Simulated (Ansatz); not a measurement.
The starting structures come from a database of crystals and need not be the phases stable at ambient conditions.

Here is the system:

```
CELL_PARAMETERS angstrom
      6.10872     0.00000     0.00000
      1.78977     7.46267     0.00000
     -1.63102    -1.47461     5.27932
ATOMIC_POSITIONS crystal
  Na 0.95150 0.40360 0.70250
  Na 0.04850 0.59640 0.29750
  Na 0.55380 0.61300 0.32280
  Na 0.44620 0.38700 0.67720
  Na 0.25480 0.01050 0.51970
  Na 0.74520 0.98950 0.48030
  Li 0.64010 0.84480 0.88600
  Li 0.35990 0.15520 0.11400
  W  0.84040 0.20330 0.10140
  W  0.15960 0.79670 0.89860
  O  0.77170 0.42740 0.01210
  O  0.22830 0.57260 0.98790
  O  0.05260 0.07240 0.84930
  O  0.94740 0.92760 0.15070
  O  0.57860 0.10680 0.84490
  O  0.42140 0.89320 0.15510
  O  0.33430 0.72780 0.64630
  O  0.66570 0.27220 0.35370
  O  0.12060 0.27390 0.35030
  O  0.87940 0.72610 0.64970
```

Space group of this cell: P-1. The cell is taken as given; by r2SCAN its mean pressure is -7.8 GPa.

Transport runs along the normal of the first two printed cell vectors.

No gap correction and no spin-orbit coupling; mid-gap values are interpolated between computed energies.

Task: Give the band gap and the smallest decay constant κ at mid-gap that r2SCAN in Ansatz (a first-principles code) yields.

Result: Gap 3.66 eV on a 6×4×6 mesh; κ = 0.411 1/Å, at the zone centre.
